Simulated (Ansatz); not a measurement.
Amorphous Si30N40Mo, 71 atoms at 3.09 g/cm³, one PBE-relaxed geometry, zone centre. Methods: PBE, scalar-relativistic without spin-orbit coupling (Ansatz, a first-principles code); r2SCAN, scalar-relativistic without spin-orbit coupling (Ansatz); HSE06, scalar-relativistic without spin-orbit coupling (Ansatz). Plane waves to 420 eV (r2SCAN 500 eV); exact exchange is cut at the cell's faces. The usual formal charges leave 6 electrons over, so the level spacing at the Fermi energy parts defect or band states and needn't be the band gap. In the spin-polarised cell the level spacing at the Fermi energy can part levels of unlike spin. At PBE the levels at the filled edge of the gap are localised (band-tail or defect states), and the nearest spread-out levels lie 1.6 eV apart at the zone centre.

Preparation: random packing, a CHGNet melt and quench, and a DFT relaxation. N atoms were pushed apart under 1.9 Å during the dynamics, to hinder bonds among them. The hot cell started wider than the set density and was brought back towards it in steps. It is the lowest in DFT energy of 2 quenches. It is a model cell: composition and starting density were chosen by hand, and all elements were melted together. No dispersion term was used. Its density started from a set value of 3.09 and ended at 3.09 g/cm³. The simulated quench (nominally 450 K/ps over its main leg) is rapid and tends to freeze in more defects than a deposited or slowly cooled glass has. One small periodic cell is one sample of the glass; other quenches scatter about these values. The volume was held where the preparation left it and the shape relaxed, at a PBE pressure of 6.0 GPa. Stress components on the final sampling reach 6.3 GPa. On a 2×2×2 Γ-centred mesh force components of up to 0.29 eV/Å stay, since the relaxation ran on the zone centre alone. Cycles of charging lowered its energy after that relaxation.

The relaxation ran on the zone centre alone. At PBE the level spacing at the Fermi energy is 0.61 eV on a 2×2×2 Γ-centred mesh, and the spacing at the zone centre alone 0.67 eV.

Q: What zone-centre spacing does r2SCAN give, roughly?

A: 1.06 eV (+0.38 eV against PBE).

Q: What zone-centre spacing does HSE06 give, roughly?

A: 2.08 eV (+1.41 eV against PBE).

The highest filled and the lowest empty state spread over these numbers of atoms (participation numbers): PBE: 3.5 and 6.1; r2SCAN: 3.5 and 5.1; HSE06: 4.2 and 7.7.
